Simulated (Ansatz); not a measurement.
Checking a run of Ansatz (a quantum-chemistry and plane-wave program) on MgZn₃ (Pmm2, 4 atoms in the cell). The aim is a self-consistent single point with DFT, PBEsol, plane waves, default PAW files made with PBE.

This input was run:

Ansatz 0.2 input:
```yaml
crystal:
  lattice:
    - [5.494743, 0.000000, 0.000000]
    - [0.000000, 8.854480, 0.000000]
    - [0.000000, 0.000000, 9.245699]
  atoms:
    - { symbol: Mg, position: [0.000000, 0.500000, 0.335320] }
    - { symbol: Zn, position: [0.000000, 0.000000, 0.996750] }
    - { symbol: Zn, position: [0.500000, 0.000000, 0.503610] }
    - { symbol: Zn, position: [0.500000, 0.500000, 0.830990] }
basis:
  ecutwfc: 420.0
kpoints:
  mp_grid: { grid: [15, 9, 9] }
hamiltonian:
  xc: pbesol
  pseudopotentials: { kind: paw }
scf:
  occupations: { method: cold, width: 0.1 }
output:
  forces: true
  eigenvalues: true
  stress: true
```

Output (repeated stretches shortened):

```
WARN ansatz: RAYON_NUM_THREADS=1 ignored (pool sized by the plan → 1); use --threads N
Pseudopotentials: kind: paw
Pseudopotential: Mg, paw, valence charge 10
Pseudopotential: Zn, paw, valence charge 12
Crystal: 4 atoms, lattice volume = 449.832 Å³
Basis set: ecut = 420 eV, 8785 PW (Γ), exchange–correlation on 80×120×128 points (8 copies of the dense FFT grid, shifted against one another)
Bands: 28, of which v1, the nominal top of the filled ones, is band 23 counted from 1 (22 counted from 0)
Symmetry: 4 space group operations
Space group: Pmm2 (ITA 25), of the structure as read, at distance tolerance 7.7e-5 Å
k-points: 200 of 1215 (time reversal used)
PAW frozen core: Mg, regenerated for the run's functional, and the local potential with it
PAW frozen core: Zn, regenerated for the run's functional, and the local potential with it
Initial density: superposition of atomic densities (neutral atoms: chi_scale 0, normalization atom), corrected by the library's trained network
Initial wavefunctions: pseudopotential atomic-orbital guess
Eigensolver: davidson
Functional: x = pbesol(κ = 0.804, μ = 0.12345679012345678), c = pbesol(β = 0.046)
SCF iter   1: F=—  HF=-11748.481392 eV  |F-HF|=—  |Δ(HF+E_count)|=         —  Δρ=8.41e-4  dr2=5.72e-3  ethr=1.77e-3  ⟨swp⟩=6.5  Hψ=24539  notcnv=0
all-band conjugate gradients solve this SCF's bands
preconditioner: auto → Resta (q_TF=auto, 1.866 Å⁻¹)
SCF iter   2: F=—  HF=-11748.480272 eV  |F-HF|=—  |Δ(HF+E_count)|=   1.12e-3  S|Δr|=    0.00e0  Δρ=3.48e-4  dr2=1.99e-3  ethr=1.24e-5  ⟨swp⟩=2.0  Hψ=11659  notcnv=0  defer=7
   [... lines left out ...]
SCF iter   5: F=—  HF=-11748.480069 eV  |F-HF|=—  |Δ(HF+E_count)|=   6.21e-5  S|Δr|=    0.00e0  Δρ=2.20e-5  dr2=4.07e-6  ethr=1.13e-7  ⟨swp⟩=3.0  Hψ=10078  notcnv=0  defer=32
SCF iter   6: F=—  HF=-11748.480082 eV  |F-HF|=—  |Δ(HF+E_count)|=   1.32e-5  S|Δr|=    0.00e0  Δρ=5.10e-6  dr2=1.80e-7  ethr=8.85e-9  ⟨swp⟩=2.0  Hψ=6233  notcnv=0  defer=37
SCF iter   7: F=-11748.480083 eV  HF=-11748.480083 eV  |F-HF|=2.76e-8  |Δ(HF+E_count)|=   5.38e-7  S|Δr|=    0.00e0  Δρ=1.32e-6  dr2=1.84e-8  ethr=2.17e-10  ⟨swp⟩=10.8  Hψ=26178  notcnv=0
SCF 1 converged in 7 iterations: F = -11748.480083 eV  dr2 = 1.84e-8
Stability not checked (fill_not_monotonic)
Free energy (F): -11748.480083 eV
Internal energy: -11748.480083 eV  (E = F + TS)
E sigma→0 (E₀):  -11748.480083 eV
Fermi energy:    -1.358930 eV
--- Forces (eV/Å), atoms counted from 1 ---
  atom   1  Mg     0.00000000     0.00000000     0.00347932
  atom   2  Zn     0.00000000     0.00000000     0.00838679
  atom   3  Zn     0.00000000     0.00000000    -0.00719539
  atom   4  Zn     0.00000000     0.00000000    -0.00468286
--- Stress (GPa, compression-positive) ---
       -0.187040       0.000000       0.000000
        0.000000      -0.174385       0.000000
        0.000000       0.000000      -0.182309
  P = ⅓ Tr σ = -0.1812 GPa (-1.812 kbar)
  The stress holds the Pulay correction. Without it, at fixed plane waves, as pw.x and ABINIT print it: P = -0.1869 GPa
```

### Question
Is anything amiss in this input, and did it matter?

### Answer
The run is not sound. The fault is this: lattice typed in bohr, read as angstrom. 1 bohr is 0.529 Å, so a mix-up scales every length by 1.89 or 0.529 and the volume by 6.75 or 0.148. To fix it, give the lengths in the unit that the key or card expects. The run converged in 7 iterations without an error; against the sound input the free energy goes up by 1.55 eV/atom, the pressure goes from -3.87 to -0.18 GPa, the largest force goes from 0.133 to 0.008 eV/Å and a clean gap of 2.13 eV is found on the mesh, where there was none.

The sound input it was made from differs as follows (other fixes are possible):
```diff
-    - [5.494743, 0.000000, 0.000000]
-    - [0.000000, 8.854480, 0.000000]
-    - [0.000000, 0.000000, 9.245699]
+    - [2.907693, 0.000000, 0.000000]
+    - [0.000000, 4.685589, 0.000000]
+    - [0.000000, 0.000000, 4.892613]
```

With that input, the run converged in 9 iterations: free energy E − TS (on the zero of these files) -11754.6967 eV; Fermi level (on the code's own zero) 9.34 eV; pressure -3.87 GPa; largest force (vector length) 0.133 eV/Å (DFT, PBEsol, plane waves, default PAW files made with PBE).

On the sound input: the starting cell comes from a database of computed structures (which also holds hypothetical and non-ambient phases and stackings), without a prior relaxation at this level. Its lattice was rescaled by a random factor within 2.5 % of one. With a pressure of about -4 GPa the cell is away from its equilibrium volume at this level. Ansatz's pressure includes its estimate of the finite-basis (Pulay) stress.
